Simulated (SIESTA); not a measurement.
Band structure of Al (Fm-3m, 1 atom in the cell).

```yaml
crystal:
  lattice:
    - [0.00000, 2.01522, 2.01522]
    - [2.01522, 0.00000, 2.01522]
    - [2.01522, 2.01522, 0.00000]
  atoms:
    - { symbol: Al, position: [0.00000, 0.00000, 0.00000] }
```

Method: GGA PBE, numerical atomic orbitals DZP, PseudoDojo PBE standard norm-conserving potentials (rewritten from UPF to PSML) (SIESTA).

Settings: XC.functional = GGA; XC.authors = PBE; potentials = PseudoDojo PBE standard; PAO.BasisSize = DZP; PAO.EnergyShift = 0.01 Ry; MeshCutoff = 300 Ry; kgrid.MonkhorstPack = 10 10 10; OccupationFunction = FD; ElectronicTemperature = 1160.45 K; MaxSCFIterations = 150; SCF.Mixer.Method = Broyden; SCF.Mixer.Weight = 0.2; SCF.Mixer.History = 6; SCF.DM.Tolerance = 1.0E-05.

The starting cell comes from a database of computed structures (which also holds hypothetical and non-ambient phases and stackings), without a prior relaxation at this level. Its lattice was rescaled by a random factor within 2.5 % of one. Values carry the incompleteness of an atom-centred basis.

Levels in eV from the Fermi level, bands 1 to 4:
| point | 1 | 2 | 3 | 4 |
|---|---|---|---|---|
| Γ | -11.32 | 12.67 | 12.67 | 12.67 |
| X | -3.10 | -1.73 | 5.12 | 5.52 |
| W | -0.99 | -0.99 | 0.02 | 1.17 |
| K | -2.05 | -1.51 | -0.46 | 6.50 |
| L | -4.78 | -4.39 | 11.44 | 11.44 |
| U | -2.05 | -1.51 | -0.46 | 6.50 |

Bands cross the Fermi level along this path, so the cell is metallic at this level.

Higher empty bands are left out: an atom-centred basis made for the valence describes them poorly.
